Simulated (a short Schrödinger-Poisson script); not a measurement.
# Gated Al0.33Ga0.67As/GaAs modulation-doped gas

System: gated Al0.33Ga0.67As/GaAs modulation-doped gas, at 300 K.

```
layer        material  thickness (nm)  Nd (cm⁻³)  Na (cm⁻³)
-----  --------------  --------------  ---------  ---------
1      Al0.33Ga0.67As              20          -          -
2      Al0.33Ga0.67As              30     6.3e17          -
3      Al0.33Ga0.67As               5          -          -
4                GaAs            6000          -       3e14
```

Constants are typed, rounded textbook-type inputs, not results; the design itself was drawn at random and stands for no fabricated device. Al0.33Ga0.67As: permittivity 11.96, conduction-band edge (eV) 0.261, gap (eV) 1.836, electron mass (mₑ) 0.0944, Nv at 300 K (cm⁻³) 9e18. GaAs: permittivity 12.9, conduction-band edge (eV) 0, gap (eV) 1.424, Nv at 300 K (cm⁻³) 9e18.

Channel valleys (confinement mass, in-plane density-of-states mass, number): Γ 0.067, 0.067, 1. At the gate the conduction-band edge of layer 1 lies 1.01 eV − eVg above the Fermi level of the channel; the field vanishes at the back. The barrier under the gate holds no holes. Gaps are held at their typed values at every temperature. Mesh 0.08 nm at interfaces.

Solved with a short Schrödinger-Poisson script written for these runs: 1D Poisson equation in equilibrium, electrons quantum, Hartree plus LDA exchange-correlation (BenDaniel-Duke, 40 states a valley, the channel's in-plane mass for all, wave functions free to enter the barrier), parabolic valleys, classical holes, full ionisation, no traps, pinning or gate leakage.

```tsv
Vg (V)	electrons (cm⁻²)	in the channel layer	C (μF/cm²)	Γ E0 (meV)	Γ E1 (meV)
0.5	7.88e11	7.16e11	0.217	1.6	43.4
0.45	7.24e11	6.78e11	0.198	3.8	44.7
0.4	6.64e11	6.35e11	0.185	6.5	46.2
0.35	6.08e11	5.89e11	0.178	9.6	48.1
0.3	5.53e11	5.40e11	0.173	13.1	50.1
0.25	5.00e11	4.90e11	0.170	16.8	52.5
0.2	4.47e11	4.40e11	0.167	20.9	55.0
0.15	3.95e11	3.90e11	0.165	25.4	57.9
0.1	3.44e11	3.40e11	0.162	30.4	61.2
0.05	2.94e11	2.91e11	0.159	35.9	65.0
0	2.45e11	2.43e11	0.155	42.2	69.4
-0.05	1.98e11	1.96e11	0.150	49.5	74.8
-0.1	1.52e11	1.51e11	0.144	58.2	81.4
-0.15	1.09e11	1.08e11	0.134	69.0	90.0
-0.2	6.94e10	6.90e10	0.119	82.9	101.7
-0.25	3.62e10	3.61e10	0.0944	102.1	118.7
-0.3	1.32e10	1.32e10	0.0563	130.3	145.1
-0.35	3.00e9	2.99e9	0.0209	170.0	183.9
```

Subbands count from the Fermi level.
